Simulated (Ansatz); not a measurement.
Results of HSE06+SOC in Ansatz (PAW) for CsCaH₃ (Pm-3m, No. 221, 5 atoms in the cell; start mp-644203).

Settings: plane-wave cutoff 460 eV, 6×6×6 k mesh, Fermi–Dirac smearing 0.01 eV, PAW data made under PBE.

Cell (relaxed with PBEsol):

```yaml
crystal:
  lattice:
    - [4.53985, 0.00000, 0.00000]
    - [0.00000, 4.53985, 0.00000]
    - [0.00000, 0.00000, 4.53985]
  atoms:
    - { symbol: Cs, position: [0.00000, 0.00000, 0.00000] }
    - { symbol: Ca, position: [0.50000, 0.50000, 0.50000] }
    - { symbol: H, position: [0.50000, 0.00000, 0.50000] }
    - { symbol: H, position: [0.00000, 0.50000, 0.50000] }
    - { symbol: H, position: [0.50000, 0.50000, 0.00000] }
```

Question: Estimate the band gap and Γ–Γ gap that the calculation returns.

Answer: 
* **band gap**: 4.20 eV (on the SCF k mesh) (direct)
* **Γ–Γ gap**: 8.09 eV

Note: cell and atoms aren't relaxed at this level (pressure 1.2 GPa).

Static lattice: no zero-point or thermal effects.

It cost roughly 14 core-minutes of CPU time.

A start named mp-… is a Materials Project structure, which need not be a measured phase.

Ansatz is a program for electronic structure.
